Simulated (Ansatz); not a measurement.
A self-consistent single point of TaCo2 (Fd-3m, 6 atoms in the cell) with Ansatz (a program for electronic structure).

Method of the run: LDA (PW92), default PAW files made with PBE (plane waves; Ansatz).

```xyz
6
Lattice="0.0000 3.3409 3.3409 3.3409 0.0000 3.3409 3.3409 3.3409 0.0000" Properties=species:S:1:pos:R:3 pbc="T T T"
Ta     5.0113     5.0113     5.0113
Ta     3.3409     3.3409     3.3409
Co     2.5056     0.8352     2.5056
Co     0.8352     0.8352     0.8352
Co     0.8352     2.5056     2.5056
Co     2.5056     2.5056     0.8352
```
Moments meant for the start (each program seeds them in its own way; μB, in the order of the atoms Ta Ta Co Co Co Co): 0.0 0.0 3.0 3.0 3.0 3.0.

Reference input (self-consistent single point, DFT, LDA (PW92), plane waves, default PAW files made with PBE): kpoints.mp_grid.grid = 11 11 11; hamiltonian.xc = lda; hamiltonian.pseudopotentials = {kind: paw} (the program's default PAW files); magnetization.spin_polarized = true; scf.occupations.method = fermi_dirac; scf.occupations.width = 0.136 eV. This run's input differs from it in these lines:

```diff
@@ -25,3 +25,3 @@
     method: fermi_dirac
-    width: 0.136
+    width: 0.05
 output:
```

Log, with long lists cut:

```
SCF iter   1: F=—  HF=-39621.341458 eV  |F-HF|=—  |Δ(HF+E_count)|=         —  Δρ=2.93e-1 (↑2.93e-1 ↓1.68e-1)  dr2=8.77e0  dr2_m=3.55e1  M=2.737 μB ∫|m|=3.290 μB  β_m=0.30  ethr=3.10e-3  ⟨swp⟩=5.6  Hψ=21902  notcnv=0  defer=62
Mixer restart at iter 1: flushing history
all-band conjugate gradients solve this SCF's bands
preconditioner: auto → Kerker (q_TF=auto, 2.836 Å⁻¹)
   [... lines left out ...]
SCF iter  15: F=-39618.029343 eV  HF=-39618.029343 eV  |F-HF|=1.96e-10  |Δ(HF+E_count)|=  8.59e-10  Δρ=1.23e-6 (↑4.34e-7 ↓1.23e-6)  dr2=4.92e-10  dr2_m=4.12e-10  M=0.614 μB ∫|m|=0.698 μB  β_m=0.98  ethr=9.87e-12  ⟨swp⟩=2.6  Hψ=12825  notcnv=0  defer=571
SCF iter  16: F=-39618.029343 eV  HF=-39618.029343 eV  |F-HF|=1.09e-10  |Δ(HF+E_count)|=  1.31e-10  Δρ=3.35e-7 (↑8.83e-8 ↓3.35e-7)  dr2=1.39e-10  dr2_m=1.20e-11  M=0.614 μB ∫|m|=0.698 μB  ethr=1.00e-12  ⟨swp⟩=7.8  Hψ=22579  notcnv=0
SCF 1 converged in 16 iterations: F = -39618.029343 eV  dr2 = 1.39e-10
Crystal: 6 atoms, lattice volume = 74.577 Å³
Starting moments: Σ|m| = 18 μB on 6 of 6 sites
SCF iter   1: F=—  HF=-39615.363124 eV  |F-HF|=—  |Δ(HF+E_count)|=         —  Δρ=1.85e-1 (↑1.76e-1 ↓1.85e-1)  dr2=1.32e1  dr2_m=2.12e1  M=5.949 μB ∫|m|=6.041 μB  β_m=0.30  ethr=3.10e-3  ⟨swp⟩=5.6  Hψ=22615  notcnv=0
preconditioner: auto → Kerker (q_TF=auto, 2.836 Å⁻¹)
spin=Collinear: Kerker preconditioning applied to the charge; magnetization (m = ρ↑ − ρ↓) channel mixes plain (no charge-response kernel on spin).
   [... lines left out ...]
spin-set hold released at iteration 12 (site moments contracting)
iter 24 did not close the SCF: its close was put off for a magnetic moment that had not settled (scf_convergence_deferred on its scf_iter line)
iter 25 did not close the SCF: its close was put off for a magnetic moment that had not settled (scf_convergence_deferred on its scf_iter line)
WARN: the starting moments were not kept: the SCF closed with an absolute magnetisation of 6.9e-1 μB, where they sum to 12 μB in size (4 sites) …
Absolute magnetization: 0.6979 μB (∫|ρ↑−ρ↓|, with the PAW one-centre terms)
Free energy (F): -39618.029343 eV
Fermi energy:    19.935647 eV
   [... lines left out ...]
  atom   1  Ta    -0.00000000     0.00000000    -0.00000000
   [... zero for the other atoms too ...]
--- Stress (GPa, compression-positive) ---
      -11.831412       0.000000       0.000000
        0.000000     -11.831412      -0.000000
        0.000000       0.000000     -11.831412
  P = ⅓ Tr σ = -11.8314 GPa (-118.314 kbar)
  The stress holds the Pulay correction. Without it, at fixed plane waves, as pw.x and ABINIT print it: P = -12.0214 GPa
```

The run converged, with 42 iterations in all over 2 SCF loops. Against the reference run the free energy goes up by 39.6 meV/atom, the pressure goes from -11.26 to -11.83 GPa and the size of the net moment goes from 0.00 to 0.10 μB/atom. The full log also holds: “iter 24 did not close the SCF: its close was put off for a magnetic moment that had not settled (scf_convergence_deferred on its scf_iter line)”. The full log also holds: “iter 25 did not close the SCF: its close was put off for a magnetic moment that had not settled (scf_convergence_deferred on its scf_iter line)”.

The starting cell comes from a database of computed structures (which also holds hypothetical and non-ambient phases and stackings), without a prior relaxation at this level. The moments shrank to a small part of their start, a low-spin state that need not be the lowest. The program warned that a starting moment was not kept. With a pressure of about -12 GPa the cell is away from its equilibrium volume at this level. Ansatz's pressure includes its estimate of the finite-basis (Pulay) stress.

Cost on one core of a shared machine: roughly 2 min.

Keys are those of Ansatz 0.2.
